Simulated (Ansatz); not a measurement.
1T (CdI2-type) CaI₂, treated with LDA in Ansatz (PAW).

Numerical settings: plane-wave cutoff 500 eV, 12×12×6 k mesh (along the axes of the cell as run), gaussian smearing 0.02 eV, scalar-relativistic PAW data made under PBE.

Computed at the level's own relaxed cell.

**Question.** Give the computed volume per atom, lattice constant a and lattice parameter c.

**Answer.** 
- volume per atom = 36.93 Å³/atom
- lattice constant a = 4.350 Å
- lattice parameter c = 6.762 Å

Note: the volume lies 8 % below that of the published cell.

Spin–orbit coupling is not included.

Computed values are for the static lattice.

Computing time: about 2.3 core-minutes (a rough figure).

Ansatz is a first-principles code.
